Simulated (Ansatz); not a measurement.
# CdS under a change: isotropic strain −3.00 %

Take CdS in the wurtzite structure (space group P6_3mc, No. 186; a = 4.074 Å, c = 6.637 Å) as the base.

Modification: an isotropic linear strain of −3.00 %; the atoms relax in the strained cell.

Level of theory: LDA (Ansatz, a quantum-chemistry and plane-wave program), no spin-orbit coupling. k-mesh 9×9×5 (Γ-centred); smearing 0.05 eV (Fermi–Dirac).

The volume per atom shrinks by 2.08 Å³, from 23.85 Å³ to 21.77 Å³ and the space group is still P6_3mc (No. 186). The shortest interatomic distance decreases by 0.074 Å (2.491 Å → 2.417 Å) and the energy grows by 46 meV/atom. The band gap rises by 0.196 eV, from 1.03 eV to 1.22 eV and the gap character stays direct at Γ. The mean gap deformation potential ΔEg/Δln V amounts to -2.1 eV and the width of the top valence band rises by 0.31 eV, from 1.87 eV to 2.18 eV. The electron mass becomes 0.12 mₑ along c, 0.13 mₑ across (at Γ) (base: 0.11 mₑ along c, 0.11 mₑ across (at Γ)) and the valence-band top at Γ (three highest levels, from the VBM) goes from 0.00, 0.00, -0.06 eV to 0.00, 0.00, -0.08 eV.

Effective masses come from finite differences of ±0.01 Å⁻¹. Stability against distortions was not tested.
